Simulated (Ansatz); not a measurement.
The starting structures come from a database of crystals and need not be the phases stable at ambient conditions.

By PBEsol, the system below comes out a metal.

Input:

```
CELL_PARAMETERS angstrom
      5.03466     0.00000     0.00000
      0.00000     7.47291     0.00000
      2.51733     0.00000     1.45338
ATOMIC_POSITIONS crystal
  Re 0.33333 0.75000 0.00000
  Re 0.66667 0.25000 0.00000
  B  0.33333 0.45220 0.00000
  B  0.66667 0.54780 0.00000
  B  0.66667 0.95220 0.00000
  B  0.33333 0.04780 0.00000
```

Space group of this cell: P6_3/mmc. The cell is taken as given; by PBEsol its mean pressure is -4.6 GPa.

The current flows along the normal of the first two printed cell vectors, the (110) plane of the conventional cell. No spin-orbit coupling; the value is a mean over 0.1 eV about the Fermi level.

Q: Predict the ballistic conductance per area from PBEsol (Ansatz, an electronic-structure program).

A: 0.46 × 10¹⁵ S/m² for both spins.
